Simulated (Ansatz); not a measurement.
CsCl-type NiAl, treated with PBEsol in Ansatz (plane waves, PAW).

Settings: plane-wave cutoff 520 eV, 20×20×20 k mesh, Fermi–Dirac smearing 0.05 eV, no spin polarisation, scalar-relativistic PAW data made under PBE.

Equation-of-state points:

```csv
V (Å³/atom),E − E_lowest (meV/atom),P (GPa)
11.020,25.45,12.24
11.255,10.90,7.72
11.489,2.63,3.66
11.724,0.00,0.00
11.958,2.44,-3.28
12.193,9.44,-6.23
12.427,20.53,-8.88
```

Q: What bulk modulus B0 and pressure derivative B′ does a third-order Birch–Murnaghan fit give?

A: V0 = 11.724 Å³/atom, B0 = 173 GPa, B′ = 4.3 (fit to the energies at full precision).

Measured, for comparison: bulk modulus 156 GPa (room temperature, not corrected to a static lattice; as tabulated in Yamada et al. (2019), arXiv:1910.09660); equilibrium volume per atom 11.97 Å³/atom (extrapolated to 0 K, zero-point anharmonic expansion removed (Haas, Tran, Blaha 2009); as tabulated in Levämäki et al. (2014), arXiv:1402.3671). Computed (rounded) less measured: bulk modulus +11 %, equilibrium volume per atom -2.1 %.

Computed values are for the static lattice.

Ansatz is a quantum-chemistry and plane-wave program.
